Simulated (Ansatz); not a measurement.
A calculation on L1₀ (CuAu-type) TiAl returned lattice constant a 2.812 Å, lattice parameter c 4.062 Å, equilibrium volume per atom 16.06 Å³/atom, formation enthalpy -0.453 eV/atom.

For reference: lattice constant a 2.826 Å (measured, temperature not stated, not corrected to a static lattice, P4/mmm two-atom cell, a_fct/√2; as tabulated in Zope and Mishin (2003), arXiv:cond-mat/0306298); lattice parameter c 4.077 Å (measured, temperature not stated, not corrected to a static lattice; as tabulated in Zope and Mishin (2003), arXiv:cond-mat/0306298); formation enthalpy -0.38 eV/atom (measured, temperature not stated, not corrected to a static lattice; as tabulated in Zope and Mishin (2003), arXiv:cond-mat/0306298).

**Question.** Which level of theory produced these numbers?
(A) PBE-D3(BJ) (Ansatz, an electronic-structure program)
(B) LDA (Ansatz)
(C) PBEsol (Ansatz)
(D) r²SCAN (Ansatz)

**Answer.** D, r²SCAN (Ansatz)

The others give: LDA 2.765 Å, 4.002 Å, 15.30 Å³/atom, -0.423 eV/atom; PBEsol 2.795 Å, 4.038 Å, 15.78 Å³/atom, -0.411 eV/atom; PBE-D3(BJ) 2.784 Å, 4.014 Å, 15.55 Å³/atom, -0.418 eV/atom.

Unless a cell is named, each level is at its own relaxed cell (LDA 15.30, PBE-D3(BJ) 15.55, PBEsol 15.78, r²SCAN 16.06 Å³/atom).

Ansatz's density-functional and Hartree–Fock values are scalar-relativistic unless marked +SOC, with PAW data made under PBE.
